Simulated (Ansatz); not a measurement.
# By hand: formation energy of Re_Cu in Cu (fcc, Fm-3m)

We look at the formation energy of Re_Cu in Cu (fcc, Fm-3m). Reaction: Re (hcp) + 63 Cu (fcc) → cell A.

A: a supercell of 64 sites of Cu (fcc, Fm-3m) with Re on a Cu site (12 Cu at 2.59 Å); spin state with PBE: run without spin.

Method: Ansatz (a first-principles code), PAW, neutral cells at 0 K with nuclei at rest, on structures from PBE. Ansatz runs with its PAW set soft_1. Other levels take these structures. The lattices are those relaxed with PBE, so at other levels the solids can be strained, which adds to the spread. Larger cells are relaxed from a start prepared with the learned potential CHGNet, on a coarser mesh till forces fall under 0.03 eV/Å, which some starts already meet. A dispersion term (D3(BJ), or D4 for r2SCAN) was computed beside these levels and is taken off wherever the name lacks it. Space groups of crystals are read within 0.01 Å. Spin-orbit coupling is left out. Mesh and cell size may move defect energies by 0.1 eV or more. Cell A has symmetry Fm-3m within 0.02 Å and got no random move, so less symmetric positions, which may lie lower, weren't tried.

Total energies of the cells in eV, at zero smearing width. They compare only within one column; the weights balance every element.

```tsv
cell	atoms	weight	r2SCAN	PBE+D3(BJ)
A: Cu:Re_Cu	64	+1	-428648.26575	-428290.93385
Re (hcp)	2	−1/2	-21763.75038	-21739.88774
Cu (fcc)	64	−63/64	-424399.64151	-424048.68105
```

r2SCAN: (-428648.26575) − 1/2 × (-21763.75038) − 63/64 × (-424399.64151) = 2.007 eV.

PBE+D3(BJ): (-428290.93385) − 1/2 × (-21739.88774) − 63/64 × (-424048.68105) = 1.930 eV.

What follows from the r2SCAN value: With the reservoirs of the reaction as written, and without entropy terms or charged states, the share of sites that hold the defect in equilibrium is exp(−2.01 eV/k_BT) = 7.4×10^-11 at 1000 K.
